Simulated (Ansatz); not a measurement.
Effect of In → Ru on InAs

Consider InAs in the zinc blende structure (space group F-43m, No. 216; a = 6.087 Å).

One thing is altered: full substitution In → Ru; the structure is relaxed again.

The values are results of PBEsol, PAW, 420 eV (Ansatz, a quantum-chemistry and plane-wave program; without spin-orbit coupling), earlier PAW set, not measurements. Settings: 15×15×15 k-points, 0.05 eV Fermi–Dirac smearing, for the changed cell.

```json
{
 "volume_per_atom": "19.72 Å³ (base 28.20 Å³)",
 "density": "7.41 g/cm³ (base 5.59 g/cm³)",
 "lattice_parameter_a": "5.404 Å (base 6.087 Å)",
 "space_group": "F-43m (No. 216) (base F-43m (No. 216))",
 "shortest_interatomic_distance": "2.340 Å (base 2.636 Å)",
 "band_gap": "zero (base zero)"
}
```

No phonon test of stability was made. As relaxed here, RuAs is a hypothetical phase, not in the database extracts checked. All final runs are without spin polarisation. An odd electron count without spin: RuAs. A zero or small gap of InAs can be the functional's error rather than a property of the material.
